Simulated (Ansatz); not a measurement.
Given:

Host crystal: wurtzite GaN, with a band gap (PBE, scalar-relativistic without spin-orbit coupling).

End structure of Li on the (0001) surface of wurtzite GaN (2x2 Ga adatom at T4; a constructed slab, bottom: 3 H on 4 bottom sites), one in a cell of 36 Å², started at the site 'over Ga at depth 1.7 Å #2':

```
CELL_PARAMETERS angstrom
      6.43695     0.00000     0.00000
     -3.21848     5.57456     0.00000
      0.00000     0.00000    33.00000
ATOMIC_POSITIONS crystal
  N  0.33364 0.16637 0.32306
  N  0.83272 0.16636 0.32304
  N  0.33364 0.66728 0.32304
  N  0.83332 0.66668 0.32083
  Ga 0.16664 0.33336 0.34201
  Ga 0.67413 0.34820 0.34087
  Ga 0.15180 0.82587 0.34087
  Ga 0.67408 0.82592 0.34090
  N  0.16667 0.33333 0.40089
  N  0.66667 0.33333 0.40089
  N  0.16667 0.83333 0.40089
  N  0.66667 0.83333 0.40089
  Ga 0.33333 0.16667 0.42048
  Ga 0.83333 0.16667 0.42048
  Ga 0.33333 0.66667 0.42048
  Ga 0.83333 0.66667 0.42048
  N  0.33311 0.16689 0.48007
  N  0.83333 0.16602 0.48012
  N  0.33398 0.66667 0.48012
  N  0.83289 0.66711 0.48017
  Ga 0.16673 0.33326 0.49996
  Ga 0.66655 0.33333 0.49979
  Ga 0.16667 0.83346 0.49979
  Ga 0.66668 0.83330 0.50025
  N  0.16689 0.33309 0.55956
  N  0.66614 0.33303 0.55945
  N  0.16697 0.83387 0.55946
  N  0.66663 0.83339 0.56046
  Ga 0.33341 0.16664 0.58026
  Ga 0.83576 0.17172 0.57940
  Ga 0.32831 0.66425 0.57938
  Ga 0.83585 0.66414 0.57934
  N  0.33337 0.16665 0.63916
  N  0.83547 0.17085 0.63991
  N  0.32923 0.66463 0.63990
  N  0.83551 0.66461 0.63986
  Ga 0.16867 0.33143 0.66404
  Ga 0.66291 0.33149 0.66408
  Ga 0.16862 0.83720 0.66403
  Ga 0.66671 0.83331 0.64791
  H  0.33201 0.16799 0.29198
  H  0.83597 0.16797 0.29195
  H  0.33204 0.66403 0.29195
  Ga 0.33287 0.16646 0.72415
  Li 0.99912 0.49974 0.72842
```

Model: 45-atom slab, 13.9 Å thick at the start with caps and adatoms under the adsorbate (thin: gaps and levels are the slab's own), 4x4x1 mesh, Fermi-Dirac 0.01 eV, dipole correction, 23 atoms held, the rest relaxed; no symmetry held; spin-polarised, ending with about 0.1 μB a cell, a value that depends on the mesh; orders that need a larger cell were not tried, no spin-orbit, no U, no dispersion correction. The slab shows no gap over 0.04 eV on its mesh. At the end it is bonded to 3 Ga. In PBE it is, or lies within 0.03 eV of, the lowest of the starts that converged.

A negative adsorption energy means that the adsorbate is more stable on the surface than in its reference.

Question: Give the adsorption energy against an atom of bcc Li at the level PBE run with Ansatz (an electronic-structure program).

Answer: -0.42 eV

Question: Estimate the change of the step from the bottom to the top vacuum level, against the clean slab that PBE returns for this input.

Answer: -1.17 eV
